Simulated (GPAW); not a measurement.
Worked example: self-consistent single point of TaAs (I4_1md, 4 atoms in the cell) in GPAW.

Method: LDA (Perdew-Wang 92), GPAW PAW datasets LDA (gpaw-data 1.0.1) (plane waves; GPAW).

```yaml
crystal:
  lattice:
    - [-1.69599, 1.69599, 5.77992]
    - [1.69599, -1.69599, 5.77992]
    - [1.69599, 1.69599, -5.77992]
  atoms:
    - { symbol: Ta, position: [0.49997, 0.99997, 0.50000] }
    - { symbol: Ta, position: [0.74997, 0.74997, 0.00000] }
    - { symbol: As, position: [0.08263, 0.58263, 0.50000] }
    - { symbol: As, position: [0.33263, 0.33263, 0.00000] }
```

Reference input (self-consistent single point, DFT PBE, plane waves, GPAW PAW datasets PBE (gpaw-data 1.0.1)): mode = pw; ecut = 550 eV; xc = PBE; kpts = 8 8 8; mesh shift (steps) = 0 0 0; occupations.name = methfessel-paxton; occupations.width = 0.1 eV; occupations.order = 0; nbands = -8; convergence.density = 1e-05 e/electron; convergence.energy = 1e-05 eV/electron; symmetry.symmorphic = false. This run's input differs from it in these lines:

```diff
@@ -15,3 +15,3 @@
 calc = GPAW(mode={'name': 'pw', 'ecut': 550},
-            xc='PBE',
+            xc='LDA',
             kpts={'size': (8, 8, 8), 'gamma': True},
```

Its files differ too (potentials: GPAW PAW datasets LDA (gpaw-data 1.0.1)).

The program printed (abridged):

```
     iter     time        total  log10-change:
                         energy   eigst   dens
iter:   1 --:--:--   -35.444683
iter:   2 --:--:--   -35.417324   -1.36  -1.28
iter:   3 --:--:--   -35.191901   -1.17  -1.30
iter:   4 --:--:--   -35.174563   -2.74  -1.63
iter:   5 --:--:--   -35.184775   -2.35  -1.65
iter:   6 --:--:--   -35.191411   -2.16  -2.13
iter:   7 --:--:--   -35.181920   -3.58  -2.33
iter:   8 --:--:--   -35.173908   -2.96  -2.41
iter:   9 --:--:--   -35.173916   -3.65  -3.09
iter:  10 --:--:--   -35.174029c  -4.62  -3.29
iter:  11 --:--:--   -35.173904c  -5.38  -3.21
iter:  12 --:--:--   -35.173878c  -4.80  -3.49
iter:  13 --:--:--   -35.173873c  -6.44  -3.99
iter:  14 --:--:--   -35.173871c  -6.68  -4.12
iter:  15 --:--:--   -35.173871c  -7.66c -4.18
iter:  16 --:--:--   -35.173872c  -6.35  -4.25
iter:  17 --:--:--   -35.173873c  -7.08  -4.20
iter:  18 --:--:--   -35.173871c  -6.61  -4.21
iter:  19 --:--:--   -35.173871c  -7.87c -4.94
iter:  20 --:--:--   -35.173871c  -7.67c -4.97
iter:  21 --:--:--   -35.173871c  -8.08c -4.84
iter:  22 --:--:--   -35.173871c  -8.41c -5.16c
Converged after 22 iterations.

Dipole moment: (2.586339, -2.586339, -0.066756) |e|*Ang

Energy contributions relative to reference atoms: (reference = -970684.454811)

Kinetic:        +55.384748
Potential:      -50.486497
External:        +0.000000
XC:             -39.470607
Entropy (-ST):   -0.004735
Local:           -0.599147
SIC:             +0.000000
--------------------------
Free energy:    -35.176238
Extrapolated:   -35.173871

Showing only first 2 kpts
 Kpt  Band  Eigenvalues  Occupancy
  0    16      9.83410    2.00000
  0    17      9.83410    2.00000
  0    18     12.43997    0.00000
  0    19     13.15088    0.00000

  1    16     10.17257    2.00000
  1    17     10.30687    2.00000
  1    18     11.86731    0.00000
  1    19     12.29017    0.00000

Fermi level: 11.48676

No gap
No difference between direct/indirect transitions
Energy (eV): -35.173871

Forces in eV/Ang:
  0 Ta    0.00000    0.00000    0.03904
  1 Ta    0.00000    0.00000    0.03904
  2 As    0.00000    0.00000   -0.03879
  3 As    0.00000    0.00000   -0.03879

Stress tensor:
    -0.010338     0.000000     0.000000
     0.000000    -0.010338     0.000000
     0.000000     0.000000    -0.004729
Stress (GPa, Voigt): [-1.6563 -1.6563 -0.7577  0.      0.      0.    ]
```

The run converged in 22 iterations. GPAW prints stress with tension positive. Against the reference run the pressure goes from 12.24 to 1.36 GPa and the largest force goes from 0.050 to 0.039 eV/Å.

The starting cell comes from a database of computed structures (which also holds hypothetical and non-ambient phases and stackings), without a prior relaxation at this level. Its lattice was rescaled by a random factor within 2.5 % of one. Spin polarisation is off.

Cost on one core of a shared machine: roughly 2 min.
